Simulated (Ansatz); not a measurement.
What isotropic strain +1.50 % does to Ge

Take Ge in the diamond structure (space group Fd-3m, No. 227; a = 5.674 Å) as the base.

It is then changed as follows: an isotropic linear strain of +1.50 %, atoms relaxed at fixed cell.

All numbers come from Ansatz (a quantum-chemistry and plane-wave program), r2SCAN, PAW, cutoff 500 eV, spin-orbit coupling left out. Γ-centred 10×10×10 mesh, Fermi–Dirac width 0.05 eV.

- Volume per atom: 23.88 Å³ (base 22.84 Å³)
- Space group: Fd-3m (No. 227) (base Fd-3m (No. 227))
- Shortest interatomic distance: 2.494 Å (base 2.457 Å)
- Energy relative to the base (free energy F): +9.5 meV/atom
- Pressure: -2.8 GPa (base 0.0 GPa)
- Band gap: zero (base 0.36 eV)

Final structure:

```
Ge
1.0
    0.00000     2.87975     2.87975
    2.87975     0.00000     2.87975
    2.87975     2.87975     0.00000
Ge
2
Direct
  0.00000   0.00000   0.00000
  0.25000   0.25000   0.25000
```

The mesh was chosen for an insulator and is coarse for the gapless case. Whether these cells are dynamically stable was not tested. The real Ge has an indirect gap at ambient pressure; r2SCAN orders its close-lying valleys differently. A zero or small gap of Ge under isotropic strain +1.50 % can be the functional's error rather than a property of the material.
